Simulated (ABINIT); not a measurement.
ABINIT run on a sheet of PbO (4 atoms in the cell): self-consistent single point.

Method: PBE, PAW (JTH v2.0 PBE PAW) (plane waves; ABINIT 10.0.3).

The change in words: lattice scaled in the plane by 0.98. Reference geometry:
```yaml
crystal:
  lattice:
    - [3.87966, 0.00000, 0.00000]
    - [0.00000, 3.87966, 0.00000]
    - [0.00000, 0.00000, 16.36593]
  atoms:
    - { symbol: Pb, position: [0.50000, 0.00000, 0.57228] }
    - { symbol: Pb, position: [0.00000, 0.50000, 0.42772] }
    - { symbol: O, position: [0.00000, 0.00000, 0.50000] }
    - { symbol: O, position: [0.50000, 0.50000, 0.50000] }
```

Reference input (self-consistent single point, DFT, PBE, plane waves, PAW (JTH v2.0 PBE PAW)): pseudos = [Pb.GGA_PBE-JTH.xml, O.GGA_PBE-JTH.xml]; ecut = 48 Ry; pawecutdg = 96 Ry; pawxcdev = 0; ixc = 11; occopt = 7; tsmear = 0.2 eV; ngkpt = 5 5 1; nshiftk = 1; shiftk = 0 0 0; potentials = JTH v2.0 PBE PAW; nband = 27. This run's input differs from it in these lines:

```diff
@@ -5,4 +5,4 @@
 rprim
-         3.8796600000    0.0000000000    0.0000000000
-         0.0000000000    3.8796600000    0.0000000000
+         3.8020670000    0.0000000000    0.0000000000
+         0.0000000000    3.8020670000    0.0000000000
          0.0000000000    0.0000000000   16.3659340000
@@ -13,6 +13,6 @@
 xcart
-         1.9398300000    0.0000000000    9.3659294414
-         0.0000000000    1.9398300000    7.0000045586
+         1.9010335000    0.0000000000    9.3659294414
+         0.0000000000    1.9010335000    7.0000045586
          0.0000000000    0.0000000000    8.1829670000
-         1.9398300000    1.9398300000    8.1829670000
+         1.9010335000    1.9010335000    8.1829670000
       Angstrom
```

Log, with long lists cut:

```
--- !BeginCycle
solver: {iscf: 17, nstep: 80, nline: 4, wfoptalg: 10, }
tolerances: {toldfe: 1.00E-09, }
...

     iter   Etot(hartree)      deltaE(h)  residm     nres2
 ETOT  1  -151.70654994620    -1.517E+02 6.914E+00 5.506E+01
 ETOT  2  -155.47774376364    -3.771E+00 4.181E-01 3.494E+02
 ETOT  3  -154.93308659847     5.447E-01 1.010E-01 1.682E+02
 ETOT  4  -154.83445446584     9.863E-02 5.612E-02 4.907E+01
 ETOT  5  -154.81948308379     1.497E-02 2.740E-02 3.912E+01
   [... 28 lines left out ...]
 ETOT 34  -154.69525848198    -1.497E-08 2.276E-06 1.747E-10
 ETOT 35  -154.69525848324    -1.257E-09 1.052E-06 4.020E-11
 ETOT 36  -154.69525848363    -3.943E-10 2.071E-06 3.343E-12
 ETOT 37  -154.69525848366    -2.399E-11 8.296E-07 2.693E-12
 At SCF step   37, etot is converged :
  for the second time, diff in etot=  2.399E-11 < toldfe=  1.000E-09

 Cartesian components of stress tensor (hartree/bohr^3)
  sigma(1 1)= -1.59491682E-04  sigma(3 2)=  0.00000000E+00
  sigma(2 2)= -1.59491682E-04  sigma(3 1)=  0.00000000E+00
  sigma(3 3)= -1.10678532E-04  sigma(2 1)=  0.00000000E+00

 ----iterations are completed or convergence reached----

 reduced coordinates (array xred) for    4 atoms
       0.500000000000      0.000000000000      0.572282000001
       0.000000000000      0.500000000000      0.427717999999
       0.000000000000      0.000000000000      0.500000000000
       0.500000000000      0.500000000000      0.500000000000
 cartesian forces (eV/Angstrom) at end:
    1     -0.00000000000000    -0.00000000000000     2.10241343582425
   [... lines left out ...]
 Fermi (or HOMO) energy (hartree) =   0.00264   Average Vxc (hartree)=  -0.13783
 Fermi (or HOMO) energy (eV) =   0.07196   Average Vxc (eV)=  -3.75065
   [... lines left out ...]
'-kT*entropy'       : -1.04234063660016E-17
total_energy        : -1.54695259349801E+02
total_energy_eV     : -4.20947208348969E+03
...

-Cartesian components of stress tensor (GPa)         [Pressure=  4.2137E+00 GPa]
- sigma(1 1)= -4.69240650E+00  sigma(3 2)=  0.00000000E+00
- sigma(2 2)= -4.69240650E+00  sigma(3 1)=  0.00000000E+00
- sigma(3 3)= -3.25627430E+00  sigma(2 1)=  0.00000000E+00

 Calculation completed.
```

The run converged in 37 iterations. Against the reference run the free energy rises by 59.3 meV/atom, the largest force goes from 1.414 to 2.102 eV/Å and the gap on the mesh goes from 2.835 to 3.059 eV.

The starting cell was generated: these elements placed on a structure prototype, without a prior relaxation; it need not be a known phase or ordering of this composition. Its lattice was rescaled in the plane by a random factor within 2.5 % of one. For this run, on top of that: lattice scaled in the plane by 0.98. Spin-orbit coupling is off. Forces in this geometry exceed 1 eV/Å.

Cost on one core of a shared machine: roughly 4 min.
